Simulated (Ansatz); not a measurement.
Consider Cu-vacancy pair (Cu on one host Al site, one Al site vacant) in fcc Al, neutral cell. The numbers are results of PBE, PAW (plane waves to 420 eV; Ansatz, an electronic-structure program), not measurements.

Settings: 32 host sites, the relaxed PBE lattice, a 3×3×3 k-point mesh shifted by half a step, smearing 0.10 eV, spin-restricted, no image-charge correction. No zero-point or tunnelling terms. Forms of the defect that were not tried may lie lower.

Barriers: single points on a 5×5×5 k-point mesh shifted by half a step at the bands' geometries.

Relaxed starting cell (atoms counted from 1):

```xyz
31
Lattice="8.0839 0.0000 0.0000 0.0000 8.0839 0.0000 0.0000 0.0000 8.0839" Properties=species:S:1:pos:R:3 pbc="T T T"
Cu    -0.0031    -0.0387    -0.0355
Al    -0.0026     0.0304     4.0389
Al     0.0001     4.0398     0.0299
Al    -0.0027     4.0318     4.0339
Al     4.0402     0.0059     0.0060
Al     4.0406     0.0040     4.0600
Al     4.0403     4.0569     0.0060
Al     4.0401     4.0639     4.0649
Al    -0.0023     2.0036     6.0973
Al    -0.0017     6.0963     2.0046
Al    -0.0018     6.0853     6.0846
Al     4.0398     2.0302     2.0319
Al     4.0382     2.0276     6.0924
Al     4.0414     6.0907     2.0273
Al     4.0403     6.0686     6.0707
Al     1.9232     0.0495     2.0015
Al     2.0054    -0.0002     6.1025
Al     1.9969     4.0319     2.0332
Al     2.0321     4.0585     6.0766
Al     6.1584     0.0517     1.9969
Al     6.0731     0.0010     6.1019
Al     6.0841     4.0325     2.0311
Al     6.0494     4.0586     6.0755
Al     1.9206     1.9949     0.0530
Al     1.9968     2.0313     4.0342
Al     2.0067     6.1019     0.0022
Al     2.0312     6.0743     4.0602
Al     6.1575     1.9990     0.0508
Al     6.0812     2.0312     4.0332
Al     6.0736     6.1013    -0.0008
Al     6.0489     6.0756     4.0586
```

End state 1 differs by these moves (Å; atoms that move under 0.08 Å are left out):

| atom | element | Δx | Δy | Δz |
|---|---|---|---|---|
| 1 | Cu | 0.00 | 2.12 | 2.12 |

**Question.** What forward and backward barriers to end state 1 does PBE, PAW give?

**Answer.** forward 0.49 eV, backward 0.49 eV; at the saddle point atom 1 has neighbours 2 Al at 2.48, 2 Al at 2.54, 2 Al at 2.93 Å. The program found a first-order saddle point.
